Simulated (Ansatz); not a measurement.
# What biaxial strain +0.90 %, plane normal [110], relaxed out of plane does to hypothetical Fm-3m WTe2

Start from WTe₂ (space group Fm-3m, No. 225; a = 6.572 Å; a hypothetical phase, not in the database extracts checked; relaxed with 0.1 eV smearing). Axes: x, y, z lie along the cube axes.

Perturbation: biaxial strain +0.90 %, plane normal [110], relaxed out of plane (Cartesian); in-plane vectors clamped, the third vector and the atoms free.

The values are results of Ansatz (a quantum-chemistry and plane-wave program) PBEsol, without spin-orbit coupling, not measurements. Γ-centred 15×15×15 mesh, Fermi–Dirac width 0.1 eV.

The volume per atom goes up by 0.13 Å³, from 23.65 Å³ to 23.78 Å³ and the space group becomes Immm (No. 71) (base: Fm-3m (No. 225)). The shortest interatomic distance decreases by 0.006 Å to 2.840 Å and the energy rises by 1.3 meV/atom. The pressure (mean of the normal stresses, compression positive) goes from zero to -0.6 GPa and the band gap is still zero. The out-of-plane strain amounts to -1.24 % and the ratio −ε⊥/ε∥ is 1.37. The mean in-plane stress (compression positive) amounts to -0.9 GPa.

Final structure (turned so that z lies along the plane normal):

```xyz
3
Lattice="0.0000 0.0000 -4.5896 -2.3445 3.3156 -2.2948 2.3445 3.3156 -2.2948" Properties=species:S:1:pos:R:3 pbc="T T T"
Te     0.0000     1.6732    -2.2948
Te     0.0000     4.9580    -6.8844
W      0.0000     0.0000    -4.5896
```

A biaxial case was relaxed in a doubled cell and then solved in the primitive one. Stability against distortions was not tested. All final runs are without spin polarisation. WTe2 has a high density of states at the Fermi level and may be magnetic at this level.
